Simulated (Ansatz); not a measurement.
Worked example: self-consistent single point of Bi2Te2Se (R3m, 5 atoms in the cell) in Ansatz (a program for electronic structure).

Computed with LDA (PW92), harder PAW files (source: ansatz) made with PBE (plane waves; Ansatz).

```yaml
crystal:
  lattice:
    - [2.16745, 1.25138, 10.61733]
    - [-2.16745, 1.25138, 10.61733]
    - [0.00000, -2.50276, 10.61733]
  atoms:
    - { symbol: Bi, position: [0.60985, 0.60985, 0.60985] }
    - { symbol: Bi, position: [0.39172, 0.39172, 0.39172] }
    - { symbol: Te, position: [0.21960, 0.21960, 0.21960] }
    - { symbol: Te, position: [0.78040, 0.78040, 0.78040] }
    - { symbol: Se, position: [0.00000, 0.00000, 0.00000] }
```

Reference input (self-consistent single point, DFT, LDA (PW92), plane waves, default PAW files made with PBE): basis.ecutwfc = 420 eV; kpoints.mp_grid.grid = 3 3 3; hamiltonian.xc = lda; hamiltonian.pseudopotentials = {kind: paw} (the program's default PAW files); scf.occupations.method = fixed. This run's input differs from it in these lines:

Ansatz 0.2 input:
```diff
@@ -12,3 +12,3 @@
 basis:
-  ecutwfc: 420.0
+  ecutwfc: 960.0
 kpoints:
@@ -17,3 +17,3 @@
   xc: lda
-  pseudopotentials: { kind: paw }
+  pseudopotentials: { kind: paw, source: ansatz }
 scf:
```

Log, with long lists cut:

```
SCF iter   1: F=—  HF=-50565.926196 eV  |F-HF|=—  |Δ(HF+E_count)|=         —  Δρ=3.80e-2  dr2=2.06e1  ethr=3.10e-3  ⟨swp⟩=5.3  Hψ=1043  notcnv=0  defer=46
all-band conjugate gradients solve this SCF's bands
preconditioner: auto → Resta (q_TF=auto, 2.465 Å⁻¹)
SCF iter   2: F=—  HF=-50564.221386 eV  |F-HF|=—  |Δ(HF+E_count)|=    1.70e0  Δρ=2.34e-2  dr2=7.66e0  ethr=3.10e-3  ⟨swp⟩=4.5  Hψ=636  notcnv=0  defer=43
   [... lines left out ...]
SCF iter   7: F=—  HF=-50563.410096 eV  |F-HF|=—  |Δ(HF+E_count)|=   4.58e-5  Δρ=9.01e-5  dr2=3.96e-5  ethr=1.94e-7  ⟨swp⟩=2.0  Hψ=579  notcnv=0  defer=46
SCF iter   8: F=—  HF=-50563.410061 eV  |F-HF|=—  |Δ(HF+E_count)|=   3.54e-5  Δρ=3.12e-5  dr2=8.04e-6  ethr=4.21e-8  ⟨swp⟩=2.0  Hψ=388  notcnv=0  defer=42
SCF iter   9: F=—  HF=-50563.410060 eV  |F-HF|=—  |Δ(HF+E_count)|=   6.44e-7  Δρ=1.38e-5  dr2=9.86e-7  ethr=8.56e-9  ⟨swp⟩=2.0  Hψ=395  notcnv=0  defer=42
SCF iter  10: F=-50563.410060 eV  HF=-50563.410060 eV  |F-HF|=1.47e-8  |Δ(HF+E_count)|=   1.55e-8  Δρ=3.88e-6  dr2=3.23e-8  ethr=1.06e-10  ⟨swp⟩=16.2  Hψ=2411  notcnv=0
SCF 1 converged in 10 iterations: F = -50563.410060 eV  dr2 = 3.23e-8
Free energy (F): -50563.410060 eV
Internal energy: -50563.410060 eV  (E = F + TS)
E sigma→0 (E₀):  -50563.410060 eV
Fermi energy:    8.427430 eV
--- Forces (eV/Å), atoms counted from 1 ---
  atom   1  Bi     0.00000000    -0.00000001    -0.48542470
  atom   2  Bi     0.00000000     0.00000000     0.24796922
  atom   3  Te     0.00000000     0.00000001     0.55437765
  atom   4  Te    -0.00000000    -0.00000001    -0.37337787
  atom   5  Se    -0.00000000     0.00000000     0.05648577
--- Stress (GPa, compression-positive) ---
       -2.682397      -0.000000       0.000000
       -0.000000      -2.682397      -0.000000
        0.000000      -0.000000      -3.919116
  P = ⅓ Tr σ = -3.0946 GPa (-30.946 kbar)
  The stress holds the Pulay correction. Without it, at fixed plane waves, as pw.x and ABINIT print it: P = -3.0993 GPa
```

The run converged in 10 iterations. Against the reference run the pressure moves little (-3.12 to -3.09 GPa), the largest force moves little (0.559 to 0.554 eV/Å) and the gap on the mesh moves little (0.410 to 0.412 eV).

The starting cell comes from a database of computed structures (which also holds hypothetical and non-ambient phases and stackings), without a prior relaxation at this level. Its lattice was rescaled by up to half a per cent. One atom was moved a little off its site on purpose. Spin-orbit coupling is off. Ansatz's pressure includes its estimate of the finite-basis (Pulay) stress.
